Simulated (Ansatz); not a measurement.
Take Si in the diamond structure (space group Fd-3m, No. 227; a = 5.434 Å) as the base. Axes: x, y, z lie along the cube axes.

One thing is altered: the cell is stretched by 2.99 % along z with no lateral relaxation; the atoms relax in the strained cell.

Levels (all Ansatz, a first-principles code, PAW, earlier PAW set): PBEsol (420 eV, no SOC); r2SCAN (500 eV, no spin-orbit coupling); HSE06 (420 eV, spin-orbit coupling left out); PBEsol+SOC (420 eV, with spin-orbit coupling); HSE06+SOC (420 eV, with spin-orbit coupling).

One geometry, relaxed with PBEsol, under each level:

The valence-band top lists the three highest levels at Γ (Kramers pairs under SOC), from the VBM.

| level | band gap | lowest conduction level above the VBM at special points | valence-band top at Γ | electron mass | pressure |
|---|---|---|---|---|---|
| PBEsol | 0.37 eV | X 0.51 eV; M 0.74 eV; N 1.25 eV; S 1.29 eV | 0.00, 0.00, -0.21 eV | 0.92 mₑ along k, 0.19 mₑ across (off the special points) | -2.63 GPa |
| r2SCAN | 0.65 eV | X 0.81 eV; M 1.05 eV; N 1.64 eV; S 1.62 eV | – | 0.95 mₑ along k, 0.19 mₑ across (off the special points) | -2.21 GPa |
| HSE06 | 1.02 eV | X 1.18 eV; M 1.42 eV; N 2.00 eV; Γ 3.19 eV | – | – | – |
| PBEsol+SOC | 0.35 eV | X 0.49 eV; M 0.72 eV; N 1.24 eV; S 1.27 eV | 0.00, -0.03, -0.23 eV | 0.92 mₑ along k, 0.19 mₑ across (off the special points) | -2.63 GPa |
| HSE06+SOC | 1.00 eV | X 1.16 eV; M 1.40 eV; N 1.98 eV; Γ 3.15 eV | 0.00, -0.03, -0.25 eV | – | – |

Single points use the geometry relaxed with PBEsol. Their cutoffs differ, which shifts pressures a little. HSE06 was sampled on its mesh, a few special points and the semilocal edge points, so its gap is an upper bound. The spin-orbit shifts are approximate. Effective masses come from finite differences of ±0.01 Å⁻¹. Along k means along the line from Γ to the band edge. Stability against distortions was not tested. Labels are those of the standard path for the cell's own space group.
